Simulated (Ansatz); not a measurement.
## A computed series for Rh: response to strain

The parent structure is Rh in the fcc (Cu type) structure (space group Fm-3m, No. 225; a = 3.755 Å; relaxed with 0.1 eV smearing). Axes: x, y, z lie along the cube axes.

Strains are applied to the cell and any free atomic positions relax; under biaxial strain the out-of-plane vector relaxes too.

Calculations: DFT with LDA, PAW potentials and a 420 eV plane-wave cutoff in Ansatz (an electronic-structure program), without spin-orbit coupling.

Notes on the quantities. energy relative to the base: free energy F.

| biaxial strain, plane normal [111], relaxed out of plane (%) | energy relative to the base (meV/atom) |
|---|---|
| -2.5 | 38.9 |
| -2.08 | 26.5 |
| -1.67 | 16.8 |
| -1.25 | 9.3 |
| -0.83 | ? |
| -0.42 | 1.0 |
| 0 | 0.0 |

Task: Fit ΔE = Aε² + Bε³ (ε in %) to the rows shown and predict the withheld row.

Result: Least squares on the printed values gives A = 5.64 and B = -0.23 meV/atom (largest residual 0.0 meV/atom); this predicts 4.0 meV/atom, and the run gives 4.0 meV/atom, in agreement.

No phonon test of stability was made. The final runs are not spin-polarised.
